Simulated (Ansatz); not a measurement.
Reference: BN (R3m), PBEsol+D3BJ, rigid bands (plane waves, PAW, scalar-relativistic; Ansatz, a program for electronic structure); axes and stresses refer to this cell.

```xyz
2
Lattice="1.2500 0.7217 3.1872 -1.2500 0.7217 3.1872 0.0000 -1.4434 3.1872" Properties=species:S:1:pos:R:3 pbc="T T T"
B      0.0000     0.0000     9.5595
N      0.0000     0.0000     3.1808
```

The electron mass along x is 0.43 mₑ. The hole mass along x is 0.67 mₑ and the Seebeck coefficient, p-type 1e19 cm⁻³ is 500 μV/K.

Question: Change: functional r2SCAN on the same cell. What happens to electron mass along x, hole mass along x, Seebeck coefficient, p-type 1e19 cm⁻³?

Answer: electron mass along x moves little, to 0.42 mₑ; hole mass along x increases to 0.69 mₑ; Seebeck coefficient, p-type 1e19 cm⁻³ moves little, to 503 μV/K.

Question: Change: hydrostatic pressure 15 GPa. What happens to electron mass along x, hole mass along x, Seebeck coefficient, p-type 1e19 cm⁻³?

Answer: electron mass along x decreases to 0.39 mₑ; hole mass along x goes up to 0.76 mₑ; Seebeck coefficient, p-type 1e19 cm⁻³ moves little, to 502 μV/K.

Question: Change: hydrostatic pressure 5 GPa. What happens to electron mass along x, hole mass along x, Seebeck coefficient, p-type 1e19 cm⁻³?

Answer: electron mass along x shrinks to 0.41 mₑ; hole mass along x increases to 0.70 mₑ; Seebeck coefficient, p-type 1e19 cm⁻³ moves little, to 505 μV/K.

Masses are for dilute carriers at 300 K, harmonic means over directions unless an axis is named. Seebeck coefficients are for the stated density at 300 K, with one relaxation time for all states and whether or not that doping can be reached. Spin-orbit coupling is left out unless a row names it. Stresses and pressures are the targets of the relaxation.  The structure type is held under load, also where the real crystal would transform.

Computed structure with no diffraction record at hand here (it may be known, metastable or hypothetical): BN (R3m). PBEsol with a dispersion correction tends to overbind, so the cell can be several per cent short, in bad cases over ten, which usually narrows a gap: BN (R3m).
